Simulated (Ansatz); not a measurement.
System: 1T (CdI2-type) CaI₂. Method: LDA (Ansatz, a quantum-chemistry and plane-wave program, PAW).

Rigid layers of the crystal as relaxed at this level are moved apart or together:

```csv
run,k mesh,layer repeat (Å),energy against free layers (meV/Å²),gap on the mesh (eV)
1,12×12×6,6.66,-7.01,3.007
2,12×12×6,6.81,-7.12,3.152
3,12×12×6,6.96,-6.78,3.283
4,12×12×6,7.16,-5.94,3.435
5,12×12×6,7.46,-4.45,3.499
6,12×12×4,7.96,-2.37,3.531
7,12×12×4,8.96,-0.49,3.539
8,12×12×4,10.96,-0.01,3.546
```

The lowest energy of these points lies at a layer repeat of 6.81 Å.

Spin–orbit coupling is not included.

Note: the cell comes from a level without a dispersion term, which matters for the spacing of layers, chains or molecules.
